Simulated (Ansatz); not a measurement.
**ZnS (F-43m): band-edge transport data**

Consider the following.

```yaml
crystal:
  lattice:
    - [0.00000, 2.69454, 2.69454]
    - [2.69454, 0.00000, 2.69454]
    - [2.69454, 2.69454, 0.00000]
  atoms:
    - { symbol: Zn, position: [0.00000, 0.00000, 0.00000] }
    - { symbol: S, position: [0.25000, 0.25000, 0.25000] }
```

Calculation: r2SCAN with spin-orbit coupling, rigid bands (plane waves, PAW; Ansatz, an electronic-structure program). Geometry: cell and atoms relaxed with r2SCAN.

```json
{
 "band_gap": "2.69 eV",
 "electron conductivity mass (300 K, dilute)": "0.20 mₑ",
 "hole conductivity mass (300 K, dilute)": "0.87 mₑ",
 "effective density of states N_c (300 K)": "2.3e18 cm⁻³",
 "effective density of states N_v (300 K)": "5.2e19 cm⁻³",
 "density_of_states_mass_electrons": "0.20 mₑ",
 "density_of_states_mass_holes": "1.62 mₑ",
 "Seebeck coefficient, n-type 1e19 cm⁻³, 300 K": "-116 μV/K",
 "Seebeck coefficient, p-type 1e19 cm⁻³, 300 K": "388 μV/K",
 "best p-type power factor at 300 K for τ = 10 fs (best axis; densities from 1e16 to 1e21 cm⁻³ tried, whether or not they can be reached)": "17.1 μW/(cm·K²) at 3e20 cm⁻³"
}
```

Rigid bands; masses and Seebeck coefficients take one relaxation time τ for all states and one kind of carrier; polarons and phonon drag are left out.
